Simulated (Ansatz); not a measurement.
**Hypothetical simple cubic Pt: pressure 7.5 GPa**

Base system: Pt in the simple cubic structure (space group Pm-3m, No. 221; a = 2.624 Å; a hypothetical phase, not in the database extracts checked).

The change: a hydrostatic pressure of 7.5 GPa.

Calculations: PBE, PAW, 420 eV (Ansatz, a quantum-chemistry and plane-wave program; no spin-orbit coupling). Γ-centred 18×18×18 mesh, Fermi–Dirac width 0.05 eV.

The volume per atom falls by 0.645 Å³ (18.07 Å³ → 17.42 Å³) and the density goes up by 0.66 g/cm³, from 17.93 g/cm³ to 18.59 g/cm³. The lattice parameter a drops by 0.032 Å, from 2.624 Å to 2.592 Å and the shortest interatomic distance drops by 0.032 Å to 2.592 Å. The enthalpy H = E + PV relative to the base's energy comes out as +0.83 eV/atom and the band gap remains zero.

Load acts through the strain it causes; cell and atoms are relaxed under it. Whether these cells are dynamically stable was not tested. Competing high-pressure phases were not computed. The final runs are not spin-polarised.
